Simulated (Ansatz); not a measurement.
The starting structures come from a database of crystals and need not be the phases stable at ambient conditions.

 Where the default PAW files enter, the runs use the earlier of Ansatz's two default sets.

The decay constant κ of evanescent states in the gap governs leakage through a thin film.

Consider the following.

```yaml
crystal:
  lattice:
    - [3.98077, 0.00000, 0.00000]
    - [0.00000, 3.98077, 0.00000]
    - [0.00000, 0.00000, 8.60093]
  atoms:
    - { symbol: Ca, position: [0.00000, 0.50000, 0.13835] }
    - { symbol: Ca, position: [0.50000, 0.00000, 0.86165] }
    - { symbol: H, position: [0.50000, 0.50000, 0.00000] }
    - { symbol: H, position: [0.00000, 0.00000, 0.00000] }
    - { symbol: I, position: [0.00000, 0.50000, 0.67975] }
    - { symbol: I, position: [0.50000, 0.00000, 0.32025] }
```

Space group of this cell: P4/nmm. The cell was relaxed by PBE-D3(BJ); by r2SCAN its mean pressure is 1.6 GPa.

Transport runs along the normal of the first two printed cell vectors, the (001) plane of the conventional cell.

No gap correction and no spin-orbit coupling; mid-gap values are interpolated between computed energies.

Q: State the band gap and the smallest decay constant κ at mid-gap according to r2SCAN run with Ansatz (an electronic-structure program).

A: Gap 3.57 eV on a 8×8×4 mesh; κ = 0.266 1/Å, at the zone centre.
